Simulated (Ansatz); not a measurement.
# ScSi, response to strain

Start from ScSi (space group Cmcm, No. 63; a = 3.945 Å, b = 9.824 Å, c = 3.642 Å; a cell from a computed database, its experimental status unchecked; relaxed with 0.1 eV smearing). Axes: x, y, z lie along a, b, c of the conventional cell.

Strains are applied to the cell and any free atomic positions relax; under stress the whole cell relaxes.

Method: PBEsol in Ansatz (plane waves to 420 eV, PAW, spin-orbit coupling left out).

Candidates:
(a) isotropic strain −2.69 %
(b) uniaxial strain ε_yy = +3.89 %
(c) uniaxial stress, 8 GPa tension along x

Notes on the quantities. energy relative to the base: free energy F.

Task: Order them by energy relative to the base, highest first.

Result: (a) isotropic strain −2.69 % (+42 meV/atom), (c) uniaxial stress, 8 GPa tension along x (+26 meV/atom), (b) uniaxial strain ε_yy = +3.89 % (+19 meV/atom)

Stability under load was not tested beyond the relaxation. The final runs are not spin-polarised.

Ansatz is a first-principles code.
